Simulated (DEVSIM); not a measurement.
Device: CdS/CdTe n-p heterojunction, at 300 K.

| layer (left to right) | material | thickness (μm) | Nd (cm⁻³) | Na (cm⁻³) | τn (s) | τp (s) |
|---|---|---|---|---|---|---|
| 1 | CdS | 1.40 | 5.5e16 | - | 2e-8 | 2e-8 |
| 2 | CdTe | 2.00 | - | 6.7e17 | 2e-8 | 2e-8 |

Left contact: ohmic. Right contact: ohmic. Voltage is applied to the left contact. Recombination: SRH at mid-gap. Mobility is constant in doping. Where it depends on doping, it is μmin + (μ − μmin)/(1 + (N/Nref)^α).

The device is made up for the run: typed textbook-type constants, with dimensions and the other settings drawn at random. Values at 300 K; Nc and Nv go as T^1.5, mobilities as T to minus their exponent, the gap by Varshni's rule with the affinity fixed. The table also holds parameters that only a changed run uses.

| parameter | CdS | CdTe |
|---|---|---|
| gap (eV) | 2.4 | 1.5 |
| affinity (eV) | 4.3 | 4.28 |
| permittivity | 9 | 10.2 |
| Nc (cm⁻³) | 2.2e18 | 8e17 |
| Nv (cm⁻³) | 1.8e19 | 1.8e19 |
| μn (cm²/Vs) | 300 | 1000 |
| μp (cm²/Vs) | 25 | 80 |
| μn,min | 30 | 100 |
| μp,min | 3 | 10 |
| Nref,n | 1e17 | 1e17 |
| Nref,p | 1e17 | 1e17 |
| αn | 0.6 | 0.6 |
| αp | 0.6 | 0.6 |
| T exponent of μn | 1.5 | 1.7 |
| T exponent of μp | 1.5 | 1.5 |
| Cn (cm⁶/s) | 1e-30 | 1e-30 |
| Cp (cm⁶/s) | 1e-30 | 1e-30 |
| Varshni α (eV/K) | 0.00039 | 0.00031 |
| Varshni β (K) | 103 | 108 |

DEVSIM, 1D drift-diffusion, Boltzmann statistics, complete ionisation; no tunnelling, impact ionisation, image-force lowering or self-heating. Band offsets follow the typed affinities; no thermionic-emission limit at abrupt steps, no polarisation charge.

Base results: largest field in the device at zero bias (V/cm) 160000; dark forward voltage at 1 A/cm² (V) 1.163; potential step across the device at zero bias (V) 1.300; dark forward voltage at 100 A/cm² (V) 1.289.

Problem. What follows from this one change: temperature 300 → 500 K?

Solution. largest field in the device at zero bias 160000 → 140000 V/cm; dark forward voltage at 1 A/cm² 1.163 → 0.828 V; potential step across the device at zero bias 1.300 → 1.054 V; dark forward voltage at 100 A/cm² 1.289 → 1.039 V.

Problem. What follows from this one change: doping Na of layer 2 6.7e+17 → 2e+18 cm^-3?

Solution. largest field in the device at zero bias little changed (170000 V/cm); dark forward voltage at 1 A/cm² 1.163 → 1.191 V; potential step across the device at zero bias 1.300 → 1.328 V; dark forward voltage at 100 A/cm² 1.289 → 1.317 V.

Problem. What follows from this one change: thickness of layer 1 1.4 → 7 μm?

Solution. largest field in the device at zero bias little changed (160000 V/cm); dark forward voltage at 1 A/cm² little changed (1.163 V); potential step across the device at zero bias little changed (1.300 V); dark forward voltage at 100 A/cm² 1.289 → 1.311 V.
